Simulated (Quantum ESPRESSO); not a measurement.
# Sensitivity of a calculation on Sr2NiN2 (I4mm, 5 atoms in the cell) to its settings

```cif
data_N2NiSr2
_chemical_formula_sum 'Sr2 Ni1 N2'
_space_group_name_H-M_alt 'P 1'
_space_group_IT_number 1
_cell_length_a 6.80485
_cell_length_b 6.80485
_cell_length_c 6.80485
_cell_angle_alpha 147.121
_cell_angle_beta 147.121
_cell_angle_gamma 47.184
loop_
_space_group_symop_operation_xyz
  'x, y, z'
loop_
_atom_site_label
_atom_site_type_symbol
_atom_site_fract_x
_atom_site_fract_y
_atom_site_fract_z
_atom_site_occupancy
Sr1 Sr 0.35687 0.35687 0.00000 1
Sr2 Sr 0.65294 0.65294 0.00000 1
Ni1 Ni 0.00591 0.00591 0.00000 1
N1 N 0.86515 0.86515 0.00000 1
N2 N 0.14683 0.14683 0.00000 1
```
Moments meant for the start (each program seeds them in its own way; μB, in the order of the atoms Sr Sr Ni N N): 0.0 0.0 2.0 0.0 0.0.

Base run A: Quantum ESPRESSO with PBEsol, GBRV 1.5 ultrasoft (PBESOL) pseudopotentials, self-consistent single point.

Its settings: ecutwfc = 50 Ry; ecutrho = 400 Ry; occupations = smearing; smearing = gauss; degauss = 0.0036749 Ry; nspin = 2; potentials = {Sr: sr_pbesol_v1.uspp.F.UPF, Ni: ni_pbesol_v1.4.uspp.F.UPF, N: n_pbesol_v1.2.uspp.F.UPF}; K_POINTS = automatic 5 5 5 0 0 0; conv_thr = 1e-10 Ry; mixing_beta = 0.4.

The starting cell comes from a database of computed structures (which also holds hypothetical and non-ambient phases and stackings), without a prior relaxation at this level. With one magnetic atom in the cell only a parallel order is possible. In the base run, with a pressure of about -4 GPa the cell is away from its equilibrium volume at this level.

ΔF is the free energy per atom less that of run A. A dash stands where there is no value to compare (another energy zero or no entropy term, no result, no spin, no clean gap, or a mesh too coarse for one). Total energies depend on the potentials, the functional and any Hubbard or dispersion term, so they are compared only between runs that share all of them.

```tsv
run	change	ΔF (meV/atom)	pressure (GPa)	largest force (eV/Å)	size of the net moment (μB/atom)
A	base	0.00	-3.60	0.221	0.39
B	conv_thr: 1e-10 Ry → 7.3e-05 Ry	0.07	0.14	0.226	0.39
C	lattice scaled by 1.03	70.1	-9.16	0.964	0.40
D	ecutrho: 400 Ry → 200 Ry	0.11	-3.60	0.221	0.39
E	degauss: 0.0036749 Ry → 0.02205 Ry	-7.1	-3.78	0.258	0.33
F	HUBBARD: default → ortho-atomic; U Ni-3d 7 eV [PBEsol+U]	–	-1.61	0.503	0.40
G	tqr: default → true	0.09	-4.15	0.216	0.39
H	ecutwfc: 50 Ry → 100 Ry; ecutrho: 400 Ry → default; pseudopotentials: {Sr: sr_pbesol_v1.uspp.F.UPF, Ni: ni_pbesol_v1.4.uspp.F.UPF, N: n_pbesol_v1.2.uspp.F.UPF} → {Sr: Sr.upf, Ni: Ni.upf, N: N.upf}	–	-3.65	0.240	0.39
```

Run C against A: The free energy rises by 70.1 meV/atom, the pressure goes from -3.60 to -9.16 GPa, the largest force goes from 0.221 to 0.964 eV/Å and the size of the net moment hardly changes (0.39 to 0.40 μB/atom).

Run E against A: The free energy drops by 7.1 meV/atom, the pressure goes from -3.60 to -3.78 GPa, the largest force goes from 0.221 to 0.258 eV/Å and the size of the net moment goes from 0.39 to 0.33 μB/atom.
